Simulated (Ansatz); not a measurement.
Rock-salt CeN, treated with rVV10 in Ansatz (PAW).

Run with plane-wave cutoff 520 eV, 20×20×20 k mesh, Fermi–Dirac smearing 0.05 eV, spin-polarised with parallel moments, scalar-relativistic PAW data made under PBE.

Cell (relaxed at this level):

```
CELL_PARAMETERS angstrom
      0.00000     2.54965     2.54965
      2.54965     0.00000     2.54965
      2.54965     2.54965     0.00000
ATOMIC_POSITIONS crystal
  Ce 0.00000 0.00000 0.00000
  N  0.50000 0.50000 0.50000
```
Starting moments (μB, in the order of the record's atoms Ce N): 1.0 0.0.

**Question.** What does this level give for the bulk modulus?

**Answer.** 
* **bulk modulus**: 135 GPa

The run finds no gap.

Measured, for comparison: bulk modulus 135 ± 1 GPa (room temperature, not corrected to a static lattice, our sources range from 135 to 156; as tabulated in Nielsen et al. (2017), arXiv:1701.04237). Computed (rounded) less measured: bulk modulus not scored (sources differ).

Note: the magnetic order was assumed, not searched for or taken from measurement; the 4f shell is treated without U or exact exchange, so its levels and filling can be wrong; the moments ended far under their starting size, a low-moment state that need not be the lowest; the volume lies 5 % above that of the published cell.

Spin–orbit coupling is not included; it can open a gap where bands touch, and shift volumes and moduli.

Computed values are for the static lattice.

The result took around 8 core-minutes (rough).

Ansatz is a first-principles code.
